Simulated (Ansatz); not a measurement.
## What Sn interstitial (started 1.76 Å from the nearest host atom), symmetric start does to SnO2

The parent structure is a 12-atom supercell of SnO2 in the rutile structure (space group P4_2/mnm, No. 136; a = 4.828 Å, c = 3.238 Å) at its relaxed geometry.

Now apply this change: a neutral Sn interstitial (started 1.76 Å from the nearest host atom), symmetric start, atoms relaxed at fixed cell.

Level of theory: DFT with PBE, PAW potentials and a 420 eV plane-wave cutoff in Ansatz (a program for electronic structure), without spin-orbit coupling. Settings: 5×5×5 k-points, 0.01 eV Fermi–Dirac smearing.

The pressure goes from zero to 36.9 GPa and the largest displacement of a host atom from its site in the perfect cell comes out as 1.00 Å. The final site of the added atom amounts to 5 O at 2.00–2.33 Å.

Final structure:

```yaml
crystal:
  lattice:
    - [4.82754, 0.00000, -3.23815]
    - [0.00000, 4.82754, -3.23815]
    - [0.00000, 4.82754, 3.23815]
  atoms:
    - { symbol: Sn, position: [0.01058, 0.97946, 0.99004] }
    - { symbol: Sn, position: [0.90530, 0.62521, 0.53051] }
    - { symbol: Sn, position: [0.47599, 0.74581, 0.72857] }
    - { symbol: Sn, position: [0.47599, 0.25258, 0.22179] }
    - { symbol: O, position: [0.43901, 0.88013, 0.31914] }
    - { symbol: O, position: [0.32006, 0.47271, 0.79277] }
    - { symbol: O, position: [0.85454, 0.40214, 0.86822] }
    - { symbol: O, position: [0.85454, 0.01368, 0.25668] }
    - { symbol: O, position: [0.21852, 0.02524, 0.78354] }
    - { symbol: O, position: [0.21852, 0.56502, 0.24376] }
    - { symbol: O, position: [0.73061, 0.95779, 0.68841] }
    - { symbol: O, position: [0.62648, 0.53120, 0.15768] }
    - { symbol: Sn, position: [0.03652, 0.29903, 0.33555] }
```

The magnetic state is the one reached from the starting moments; the real material's order can differ, and small cells can't hold many antiferromagnetic ones. In so small a cell the defect repeats every few ångströms: this is an ordered compound, not a dilute defect. The defect started on the symmetric site and kept its symmetry, so it may sit on a saddle. Seeded moments were not kept for Sn interstitial (started 1.76 Å from the nearest host atom). The defect cell is spin-polarised and ends with 0.0 μB.
